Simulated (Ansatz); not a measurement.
The structure below was relaxed with plane-wave PAW DFT at the PBEsol level (Ansatz, a program for electronic structure, 420 eV), no SOC, earlier PAW set.

Space group Fm-3m (No. 225); a = b = c = 6.4240 Å, α = β = γ = 90.00°

| atom | site | symmetry | x | y | z |
|---|---|---|---|---|---|
| Zr | 4a | m-3m | 0.0000 | 0.0000 | 0.0000 |
| As | 8c | -43m | 0.2500 | 0.2500 | 0.2500 |

### Question
Write out a cell with all atoms.

### Answer
```
ZrAs2
1.0
    6.42404     0.00000     0.00000
    0.00000     6.42404     0.00000
    0.00000     0.00000     6.42404
Zr As
4 8
Direct
  0.00000   0.00000   0.00000
  0.00000   0.50000   0.50000
  0.50000   0.00000   0.50000
  0.50000   0.50000   0.00000
  0.25000   0.75000   0.75000
  0.25000   0.25000   0.75000
  0.25000   0.25000   0.25000
  0.25000   0.75000   0.25000
  0.75000   0.75000   0.25000
  0.75000   0.25000   0.25000
  0.75000   0.25000   0.75000
  0.75000   0.75000   0.75000
```
This is the conventional cell.

No phonon test of stability was made. The final runs are not spin-polarised. The cell was made from ZrSe2 by this change: Se → As; the result is a hypothetical phase, not in the database extracts checked. ZrAs2 has a high density of states at the Fermi level and may be magnetic at this level.
